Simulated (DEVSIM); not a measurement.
Device: TaN/AlN/p-Si capacitor, at 300 K.

Layer 1 from the left is AlN, thickness (nm) 3.40. Layer 2 from the left is Si, thickness (nm) 4200, Na (cm⁻³) 1.9e16.

Metal gate on the left, work function 4.4 eV. Fixed charge at the semiconductor interface 1.2e11 cm⁻² (in units of +e); interface traps 1e12 cm⁻² eV⁻¹, uniform in energy, neutral level at 0.3 of the gap above the valence band.

This is a model device: material constants are rounded textbook-type values typed into the input, and sizes, dopings and lifetimes were drawn at random. Values at 300 K.

AlN: gap (eV) 6.1, affinity (eV) 1.9, permittivity 8.5. Si: gap (eV) 1.124, affinity (eV) 4.05, permittivity 11.7, Nc (cm⁻³) 2.86e19, Nv (cm⁻³) 3.1e19.

Model (solved in DEVSIM): 1D Poisson equation in equilibrium, Boltzmann statistics, complete ionisation; no quantum confinement or tunnelling. Metal contacts follow the ideal Schottky-Mott rule: no Fermi-level pinning, no interface dipoles.

**Question.** What does the simulation give for the minimum of the low-frequency capacitance, the threshold voltage (band bending 2φF), the flat-band voltage?

**Answer.** minimum of the low-frequency capacitance 0.193 μF/cm²; threshold voltage (band bending 2φF) 0.23 V; flat-band voltage -0.60 V.
